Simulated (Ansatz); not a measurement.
Seebeck coefficient (μV/K, mean over directions) of n-type ZnSe (F-43m) against carrier density, PBEsol with spin-orbit coupling, rigid bands (Ansatz, a first-principles code). Computed gap 1.11 eV; densities at which minority carriers matter at this gap, or further valleys turn the trend, are left out. Conductivity mass 0.100 mₑ (harmonic mean over directions), N_c = 7.4e17 cm⁻³ at 300 K.

```json
[
 {"electron density": "1e16 cm⁻³", "300 K": "-584", "500 K": "-654"},
 {"electron density": "1e17 cm⁻³", "300 K": "-386", "500 K": "-456"},
 {"electron density": "1e18 cm⁻³", "300 K": "-198", "500 K": "-263"},
 {"electron density": "3e18 cm⁻³", "300 K": "…", "500 K": "-178"},
 {"electron density": "1e19 cm⁻³", "300 K": "…", "500 K": "-103"},
 {"electron density": "3e19 cm⁻³", "300 K": "-35", "500 K": "-58"},
 {"electron density": "1e20 cm⁻³", "300 K": "…", "500 K": "-32"},
 {"electron density": "3e20 cm⁻³", "300 K": "-12", "500 K": "-20"}
]
```

### Question
What belongs in the gaps?

### Answer

- 3e18 cm⁻³, 300 K: -122
- 1e19 cm⁻³, 300 K: -64
- 1e20 cm⁻³, 300 K: -19

Rigid bands with a gap fixed in temperature, one relaxation time for all states, no polarons or phonon drag, and whether or not such doping can be reached.
